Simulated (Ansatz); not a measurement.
# Si3N4, pressure series

The reference is Si3N4 (space group P6_3/m, No. 176; a = 7.664 Å, c = 2.927 Å).

Cell and atoms are relaxed at each pressure.

All numbers come from PBE (Ansatz, an electronic-structure program; PAW; 420 eV plane waves; without spin-orbit coupling).

```tsv
variant	electron mass	band gap	lattice parameter a	smallest direct gap
base	0.22 mₑ along c, 1.5 mₑ across (at Γ)	4.25 eV	7.664 Å	4.45 eV
pressure −2 GPa	0.22 mₑ along c, 1.5 mₑ across (at Γ)	4.22 eV	?	4.42 eV
pressure −1 GPa	0.22 mₑ along c, 1.5 mₑ across (at Γ)	?	7.675 Å	4.44 eV
pressure 0.3 GPa	0.22 mₑ along c, 1.5 mₑ across (at Γ)	4.26 eV	7.660 Å	4.46 eV
pressure 0.7 GPa	0.22 mₑ along c, 1.5 mₑ across (at Γ)	4.26 eV	7.656 Å	4.46 eV
pressure 1.5 GPa	0.22 mₑ along c, 1.4 mₑ across (at Γ)	4.28 eV	7.647 Å	4.48 eV
pressure 3 GPa	0.22 mₑ along c, 1.4 mₑ across (at Γ)	4.30 eV	?	4.50 eV
pressure 5 GPa	0.22 mₑ along c, 1.4 mₑ across (at Γ)	4.32 eV	?	4.53 eV
pressure 7.5 GPa	0.22 mₑ along c, 1.4 mₑ across (at Γ)	4.36 eV	7.584 Å	4.56 eV
pressure 10 GPa	0.22 mₑ along c, 1.4 mₑ across (at Γ)	4.39 eV	7.559 Å	4.59 eV
```

Task: Some entries are withheld; estimate them.

Result: 
- pressure −2 GPa, lattice parameter a: 7.687 Å
- pressure −1 GPa, band gap: 4.24 eV
- pressure 3 GPa, lattice parameter a: 7.631 Å
- pressure 5 GPa, lattice parameter a: 7.609 Å

Load acts through the strain it causes; cell and atoms are relaxed under it. Effective masses come from finite differences of ±0.01 Å⁻¹. Whether these cells are dynamically stable was not tested. No other phases were tried under pressure.
